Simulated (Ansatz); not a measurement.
We consider CrN (P-6m2, No. 187, 2 atoms in the cell; start mp-1183691), described by r²SCAN (plane waves, PAW; Ansatz, an electronic-structure program).

Numerical settings: plane-wave cutoff 560 eV, 24×24×22 k mesh (along the axes of the cell as run), Fermi–Dirac smearing 0.05 eV, spin-polarised start, scalar-relativistic PAW data made under PBE.

Cell (relaxed at this level):

```
CELL_PARAMETERS angstrom
      2.67098     0.00000     0.00000
     -1.33549     2.31313     0.00000
      0.00000     0.00000     2.57512
ATOMIC_POSITIONS crystal
  Cr 0.66667 0.33333 0.50000
  N  0.33333 0.66667 0.00000
```

Question: Estimate the bulk modulus that the calculation returns.

Answer: 
* **bulk modulus**: 337 GPa

The run finds no gap.

Note: the magnetic order was assumed, not searched for or taken from measurement; the bulk modulus is −V dP/dV from two relaxed cells at ±2 % in volume; the relaxation could not lower the start's symmetry, so the cell can be a saddle point above a distorted one.

A start named mp-… is a Materials Project structure, which need not be a measured phase.
